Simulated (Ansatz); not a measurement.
Consider interstitial B in 4H silicon carbide, charge state +3. These are PBE, PAW (plane waves to 420 eV; Ansatz, an electronic-structure program) values and carry that method's errors.

Cell of 72 host sites held at the relaxed PBE lattice; the Γ point alone; Fermi-Dirac width 0.01 eV, spin-restricted; finite-size errors left in. Static, classical nuclei. The charge state is imposed; whether it is stable for some Fermi level was not computed. Sites that were not tried may lie lower. The start lies 0.14 eV above the lowest site run (PBE).

Barriers: single points on a 2×2×2 k-point mesh shifted by half a step along c at the bands' geometries (they differ from the bands' own by up to 0.12 eV, and are uncertain by about as much).

The step: a direct jump of one B atom; the atom moves 2.75 Å along (0.84, 0.92, 0.01) of the unit cell; the moving atom starts with neighbours 2 C at 1.60, C at 1.62; Si at 2.15, 2 Si at 2.16 Å and ends with 4 C at 1.74 Å.

Q: Predict the migration barrier of this step from PBE, PAW.

A: 1.45 eV forward and 1.58 eV backward. At the saddle the moving atom has neighbours C at 1.46, C at 1.59, C at 2.14; Si at 1.96 Å. The check of the saddle point's order was inconclusive.
